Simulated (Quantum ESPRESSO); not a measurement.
# A series of runs on PmN (Fm-3m, 2 atoms in the cell)

```yaml
crystal:
  lattice:
    - [-2.54906, 0.00000, 2.54906]
    - [0.00000, 2.54906, 2.54906]
    - [-2.54906, 2.54906, 0.00000]
  atoms:
    - { symbol: Pm, position: [0.00000, 0.00000, 0.00000], spin: 4.0 }
    - { symbol: N, position: [0.50000, 0.50000, 0.50000] }
```
(The spins are starting values, not results.)

Base run A: PBEsol, SSSP 1.1.2 efficiency (PBE) pseudopotentials in Quantum ESPRESSO, self-consistent single point.

Its settings: ecutwfc = 50 Ry; ecutrho = 400 Ry; occupations = smearing; smearing = gaussian; degauss = 0.0073499 Ry; nspin = 2; input_dft = pbesol; potentials = {Pm: Pm.GGA-PBE-paw-v1.0.UPF, N: N.pbe-n-radius_5.UPF}; K_POINTS = automatic 8 8 8 0 0 0; conv_thr = 1e-11 Ry; mixing_beta = 0.3.

The starting cell comes from a database of computed structures (which also holds hypothetical and non-ambient phases and stackings), without a prior relaxation at this level. With one magnetic atom in the cell only a parallel order is possible. With U or open f shells several self-consistent states can exist. The f electrons are in the valence without U or exact exchange, which can misplace them near the Fermi level. Spin-orbit terms, which matter for f shells, are left out. In the base run, with a pressure of about -9 GPa the cell is away from its equilibrium volume at this level.

ΔF is the free energy per atom less that of run A. 

```csv
run,change,ΔF (meV/atom),pressure (GPa),size of the net moment (μB/atom)
A,base,0.00,-9.15,2.00
B,lattice scaled by 0.97,-33.1,2.45,2.00
C,lattice scaled by 0.97; ecutwfc: 50 Ry → 30 Ry; ecutrho: 400 Ry → 240 Ry,60.8,-2.80,2.00
D,lattice scaled by 0.985,-29.9,-4.01,2.00
E,lattice scaled by 0.985; ecutwfc: 50 Ry → 30 Ry; ecutrho: 400 Ry → 240 Ry,62.7,-9.00,2.00
F,lattice scaled by 1.015,52.3,-13.14,2.00
G,lattice scaled by 1.015; ecutwfc: 50 Ry → 30 Ry; ecutrho: 400 Ry → 240 Ry,144.7,-17.73,2.00
H,lattice scaled by 1.03,123.1,-16.18,2.00
I,lattice scaled by 1.03; ecutwfc: 50 Ry → 30 Ry; ecutrho: 400 Ry → 240 Ry,214.9,-20.56,2.00
J,ecutwfc: 50 Ry → 30 Ry; ecutrho: 400 Ry → 240 Ry,92.7,-13.94,2.00
```

Run C against A: The free energy rises by 60.8 meV/atom, the pressure goes from -9.15 to -2.80 GPa and the size of the net moment stays at 2.00 μB/atom.

Run D against A: The free energy falls by 29.9 meV/atom, the pressure goes from -9.15 to -4.01 GPa and the size of the net moment stays at 2.00 μB/atom.
